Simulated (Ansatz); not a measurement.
## A self-consistent single point of a (001) slab of Ti (cut from a parent of space group no. 194; 4 atoms in the cell) with Ansatz

Computed with LDA (PW92), default PAW files made with PBE (plane waves; Ansatz, a first-principles code).

Input:

Ansatz 0.2 input:
```yaml
crystal:
  lattice:
    - [2.93525000, 0.00000000, 0.00000000]
    - [-1.46762500, 2.54200100, 0.00000000]
    - [0.00000000, 0.00000000, 20.98479500]
  atoms:
    - { symbol: Ti, position: [0.66666700, 0.33333300, 0.44452100] }
    - { symbol: Ti, position: [0.33333300, 0.66666700, 0.33357500] }
    - { symbol: Ti, position: [0.66666700, 0.33333300, 0.66642500] }
    - { symbol: Ti, position: [0.33333300, 0.66666700, 0.55547900] }
basis:
  ecutwfc: 420.0
kpoints:
  mp_grid: { grid: [12, 12, 1] }
hamiltonian:
  xc: lda
  pseudopotentials: { kind: paw }
scf:
  occupations: { method: fermi_dirac, width: 0.1 }
output:
  forces: true
  eigenvalues: true
  stress: true
```

Log, with long lists cut:

```
WARN the atoms were moved onto the symmetric positions of the space group found under crystal.symmetry.tolerance 1.0e-5 (fractional …
WARN ansatz: RAYON_NUM_THREADS=1 ignored (pool sized by the plan → 1); use --threads N
Pseudopotentials: kind: paw
Pseudopotential: Ti, paw, valence charge 12
Crystal: 4 atoms, lattice volume = 156.576 Å³
Basis set: ecut = 420 eV, 3023 PW (Γ)
Bands: 29, of which v1, the nominal top of the filled ones, is band 24 counted from 1 (23 counted from 0)
Symmetry: 12 space group operations
Space group: P-3m1 (ITA 164), of the structure as read, at distance tolerance 5.4e-5 Å
k-points: 19 of 144
PAW frozen core: Ti, regenerated for the run's functional, and the local potential with it
Initial density: superposition of atomic densities (neutral atoms: chi_scale 0, normalization atom), corrected by the library's trained network
Initial wavefunctions: pseudopotential atomic-orbital guess
Eigensolver: davidson
Functional: x = slater, c = lda
SCF iter   1: F=—  HF=-9798.988513 eV  |F-HF|=—  |Δ(HF+E_count)|=         —  Δρ=8.52e-3  dr2=7.69e-1  ethr=1.77e-3  ⟨swp⟩=6.4  Hψ=5436  notcnv=0
all-band conjugate gradients solve this SCF's bands
automatic band count: the SCF goes on with 34 bands, as 29 were too few: the levels above may hold too much charge
preconditioner: auto → LDOS
SCF iter   2: F=—  HF=-9798.974162 eV  |F-HF|=—  |Δ(HF+E_count)|=   1.44e-2  Δρ=2.55e-3  dr2=1.98e-2  ethr=1.60e-3  ⟨swp⟩=1.1  Hψ=800  notcnv=0
SCF iter   3: F=—  HF=-9798.972636 eV  |F-HF|=—  |Δ(HF+E_count)|=   1.53e-3  Δρ=9.62e-4  dr2=3.61e-3  ethr=4.13e-5  ⟨swp⟩=2.1  Hψ=811  notcnv=0
SCF iter   4: F=—  HF=-9798.972493 eV  |F-HF|=—  |Δ(HF+E_count)|=   1.43e-4  Δρ=2.57e-4  dr2=1.60e-4  ethr=7.52e-6  ⟨swp⟩=1.9  Hψ=748  notcnv=0
SCF iter   5: F=—  HF=-9798.972530 eV  |F-HF|=—  |Δ(HF+E_count)|=   3.63e-5  Δρ=1.19e-4  dr2=2.97e-5  ethr=3.34e-7  ⟨swp⟩=2.1  Hψ=866  notcnv=0
SCF iter   6: F=—  HF=-9798.972528 eV  |F-HF|=—  |Δ(HF+E_count)|=   1.17e-6  Δρ=3.72e-5  dr2=1.72e-6  ethr=6.20e-8  ⟨swp⟩=2.1  Hψ=828  notcnv=0
SCF iter   7: F=—  HF=-9798.972529 eV  |F-HF|=—  |Δ(HF+E_count)|=   1.00e-6  Δρ=1.14e-5  dr2=1.65e-7  ethr=3.58e-9  ⟨swp⟩=2.0  Hψ=803  notcnv=0
SCF iter   8: F=-9798.972529 eV  HF=-9798.972529 eV  |F-HF|=3.63e-9  |Δ(HF+E_count)|=   1.21e-7  Δρ=3.15e-6  dr2=2.21e-8  ethr=2.08e-10  ⟨swp⟩=6.1  Hψ=2413  notcnv=0
SCF 1 converged in 8 iterations: F = -9798.972529 eV  dr2 = 2.21e-8
SCF converged after 8 iterations
Free energy (F): -9798.972529 eV
Harris-Foulkes:  -9798.972529 eV  (|F-HF|=3.63e-9)
Internal energy: -9798.700300 eV  (E = F + TS)
E sigma→0 (E₀):  -9798.836415 eV
Entropy (-TS):   -0.272229 eV (-68.057 meV/atom)
Fermi energy:    3.390822 eV
--- Per-component energies (eV) ---
  E_band       = -1095.460065
  E_kinetic    = 1084.578961
  E_local      = -34550.121898  (includes V_loc(G=0)·N_el)
  E_nonlocal   = 50.375312
  E_hartree    = 16744.070660
  E_xc         = -382.619938
  E_vxc        = -481.293982  (∫ρ·V_xc dr)
  E_paw        = -3996.252980  (= ΣΔE_a)
  E_vpaw       = -687.159278  (= ΣTr[D̂ρ^β])
  E_aug_tail   = 0.000387  (compensation charges beyond the density's cutoff)
  E_ewald      = 11249.965394
  E_core_change = 1.303801  (= ΣΔE_core)
  E_smearing   = -0.272229  (= −TS)
  E_closure    = -0.000000  (closes the sum)
  Σ components = -9798.972529   (vs F -9798.972529, Δ=0.00e0)
--- Forces (eV/Å), atoms counted from 1 ---
  atom   1  Ti     0.00000000     0.00000000    -0.62075359
  atom   2  Ti     0.00000000    -0.00000000     0.85872043
  atom   3  Ti    -0.00000000     0.00000000    -0.85872043
  atom   4  Ti     0.00000000    -0.00000000     0.62075359
  max |Σ_I F_I| component: 2.22e-16 eV/Å
--- Stress (GPa, compression-positive) ---
       -5.185949      -0.000000      -0.000000
        0.000000      -5.185949       0.000000
       -0.000000       0.000000      -4.658284
  P = ⅓ Tr σ = -5.0101 GPa (-50.101 kbar)
  The stress holds the Pulay correction. Without it, at fixed plane waves, as pw.x and ABINIT print it: P = -5.0244 GPa
--- Band table (eV; the first three rows and the last of 19) ---
  k-point 0: bands = ["-52.9367", "-52.9351", "-52.7300", "-52.6596", "-29.7076", "-29.6308", "-29.3406", "-29.1958", "-29.1958", "-29.1950", "-29.1950", "-29.0515", "-29.0097", "-29.0097", "-28.9587", "-28.9587", "-2.2980", "-1.3502", "-0.1914", [...]
  k-point 1: bands = ["-52.9313", "-52.9298", "-52.7243", "-52.6558", "-29.6962", "-29.6255", "-29.3470", "-29.2316", "-29.2215", "-29.2038", "-29.2028", "-29.0677", "-29.0243", "-29.0184", "-28.9879", "-28.9643", "-2.1068", "-1.1667", "-0.0126", [...]
  k-point 2: bands = ["-52.9164", "-52.9154", "-52.7083", "-52.6459", "-29.6647", "-29.6122", "-29.3824", "-29.3250", "-29.2800", "-29.2255", "-29.2241", "-29.1398", "-29.0628", "-29.0416", "-29.0381", "-28.9799", "-1.5613", "-0.6537", "0.4746", [...]
  k-point 18: bands = ["-52.8454", "-52.8454", "-52.6145", "-52.6145", "-29.5703", "-29.5703", "-29.5433", "-29.5365", "-29.5365", "-29.5353", "-29.3586", "-29.3240", "-29.3240", "-29.2485", "-29.1190", "-29.1190", "1.9040", "2.1478", "2.1833", [...]
```

The run converged in 8 iterations.

The starting cell has typed, rounded lattice constants, without a prior relaxation at this level. The slab is cut from that crystal, and its faces are unrelaxed. Its lattice was rescaled by up to half a per cent. Spin polarisation is off.
